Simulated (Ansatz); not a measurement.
**NiAl (Pm-3m): band-structure transport figures**

Given:

```
CELL_PARAMETERS angstrom
      2.87291     0.00000     0.00000
      0.00000     2.87291     0.00000
      0.00000     0.00000     2.87291
ATOMIC_POSITIONS crystal
  Al 0.50000 0.50000 0.50000
  Ni 0.00000 0.00000 0.00000
```

All values below come from PBEsol, rigid bands (plane waves, PAW, scalar-relativistic; Ansatz, a first-principles code). Condition of this run: hydrostatic pressure -2 GPa (the target of the relaxation). Cell: cell and atoms relaxed with PBEsol, then loaded as said.

```
Property                                                           Value
------------------------------------  ----------------------------------
density of states at the Fermi level  0.817 states/(eV·cell), both spins
bare Sommerfeld coefficient                    0.96 mJ/(mol of atoms·K²)
Drude plasma energy                                               7.2 eV
root-mean-square Fermi velocity                                7.6e5 m/s
resistivity times τ                                     9.5 ×10⁻²² Ω·m·s
```

A metal at this level (no band gap); rigid bands, thermally averaged at 300 K, both spins. Spin-orbit coupling is left out. τ is one relaxation time for all states.

Treated as nonmagnetic (a ferromagnetic start lost its moment, other orders weren't tried): NiAl (Pm-3m).
